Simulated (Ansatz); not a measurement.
Start from Au in the fcc (Cu type) structure (space group Fm-3m, No. 225; a = 4.125 Å; relaxed with 0.1 eV smearing). Axes: x, y, z lie along the cube axes.

Computed with plane-wave PAW DFT at the r2SCAN level (Ansatz, a program for electronic structure, 500 eV), scalar-relativistic without spin-orbit coupling.

Strains are applied to the cell and any free atomic positions relax; under biaxial strain the out-of-plane vector relaxes too.

One change was made to it. Results:

| quantity | base | after |
|---|---|---|
| shortest interatomic distance | 2.916 Å | 2.911 Å |
| energy relative to the base (free energy F) | 0 meV/atom | +0.1 meV/atom |

### Question
Which of these changes matches the shifts?
A) biaxial strain +2.00 %, plane normal [001], relaxed out of plane
B) biaxial strain +2.50 %, plane normal [001], relaxed out of plane
C) biaxial strain +0.50 %, plane normal [001], relaxed out of plane
D) biaxial strain +3.00 %, plane normal [001], relaxed out of plane
E) biaxial strain +1.50 %, plane normal [001], relaxed out of plane

### Answer
C, biaxial strain +0.50 %, plane normal [001], relaxed out of plane. For comparison, the shortest interatomic distance in the other runs: biaxial strain +2.00 %, plane normal [001], relaxed out of plane gives 2.895 Å; biaxial strain +2.50 %, plane normal [001], relaxed out of plane gives 2.891 Å; biaxial strain +1.50 %, plane normal [001], relaxed out of plane gives 2.900 Å; biaxial strain +3.00 %, plane normal [001], relaxed out of plane gives 2.886 Å.

Whether these cells are dynamically stable was not tested.
